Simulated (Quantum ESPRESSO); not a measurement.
Worked example: self-consistent single point of Ta (Im-3m, 1 atom in the cell) in Quantum ESPRESSO.

Computed with PBE, SSSP 1.1.2 efficiency (PBE) pseudopotentials (plane waves; Quantum ESPRESSO).

The change in words: lattice scaled by 0.98; ecutwfc: 50 Ry → 60 Ry; ecutrho: 300 Ry → 480 Ry; pseudopotentials: {Ta: Ta.pbe-spn-kjpaw_psl.1.0.0.UPF} → {Ta: Ta_pbe_v1.uspp.F.UPF}. Reference geometry:
```xyz
1
Lattice="1.6583 1.6583 1.6583 -1.6583 1.6583 1.6583 -1.6583 -1.6583 1.6583" Properties=species:S:1:pos:R:3 pbc="T T T"
Ta     0.0000     0.0000     0.0000
```

Reference input (self-consistent single point, DFT, PBE, plane waves, PSlibrary PAW (PBE) pseudopotentials): ecutwfc = 50 Ry; ecutrho = 300 Ry; occupations = smearing; smearing = gauss; degauss = 0.0073499 Ry; potentials = {Ta: Ta.pbe-spn-kjpaw_psl.1.0.0.UPF}; K_POINTS = automatic 10 10 10 0 0 0; conv_thr = 1e-10 Ry; mixing_beta = 0.3. This run's input differs from it in these lines:

```diff
@@ -11,7 +11,7 @@
  ibrav = 3,
- celldm(1) = 6.26727669,
+ celldm(1) = 6.14193116,
  nat = 1,
  ntyp = 1,
- ecutwfc = 50,
- ecutrho = 300,
+ ecutwfc = 60,
+ ecutrho = 480,
  occupations = 'smearing',
@@ -25,3 +25,3 @@
 ATOMIC_SPECIES
-Ta   180.9479  Ta.pbe-spn-kjpaw_psl.1.0.0.UPF
+Ta   180.9479  Ta_pbe_v1.uspp.F.UPF
 ATOMIC_POSITIONS {alat}
```

Output (repeated stretches shortened):

```
     Self-consistent Calculation

     iteration #  1     ecut=    60.00 Ry     beta= 0.30

---- Real-time Memory Report at c_bands before calling an iterative solver
           164 MiB given to the printing process from OS
            26 MiB allocation reported by mallinfo(arena+hblkhd)
------------------

     Threshold (ethr) on eigenvalues was too large:
     Diagonalizing with lowered threshold

---- Real-time Memory Report at c_bands before calling an iterative solver
           173 MiB given to the printing process from OS
            35 MiB allocation reported by mallinfo(arena+hblkhd)
------------------

   [... lines left out ...]
           175 MiB given to the printing process from OS
            38 MiB allocation reported by mallinfo(arena+hblkhd)
------------------

     negative rho (up, down):  1.003E-01 0.000E+00

     total energy              =    -141.87844886 Ry
     estimated scf accuracy    <       0.00000023 Ry

     iteration #  9     ecut=    60.00 Ry     beta= 0.30

---- Real-time Memory Report at c_bands before calling an iterative solver
           175 MiB given to the printing process from OS
            38 MiB allocation reported by mallinfo(arena+hblkhd)
------------------

     negative rho (up, down):  1.003E-01 0.000E+00
     End of self-consistent calculation

     the Fermi energy is    19.6842 ev

!    total energy              =    -141.87844891 Ry
     estimated scf accuracy    <          2.9E-11 Ry
     smearing contrib. (-TS)   =      -0.00046007 Ry
     internal energy E=F+TS    =    -141.87798884 Ry

     convergence has been achieved in   9 iterations

     negative rho (up, down):  1.003E-01 0.000E+00

     Forces acting on atoms (cartesian axes, Ry/au):

     atom    1 type  1   force =     0.00000000    0.00000000    0.00000000

     Total force =     0.000000     Total SCF correction =     0.000000

     negative rho (up, down):  1.003E-01 0.000E+00
          total   stress  (Ry/bohr**3)                   (kbar)     P=      158.41
   0.00107682   0.00000000   0.00000000          158.41        0.00        0.00
   0.00000000   0.00107682   0.00000000            0.00      158.41        0.00
  -0.00000000   0.00000000   0.00107682           -0.00        0.00      158.41

   JOB DONE.
```

The run converged in 9 iterations. Against the reference run the pressure goes from 0.64 to 15.84 GPa.

The starting cell has typed, rounded lattice constants, without a prior relaxation at this level. Its lattice was rescaled by up to half a per cent. For this run, on top of that: lattice scaled by 0.98. Spin polarisation is off.
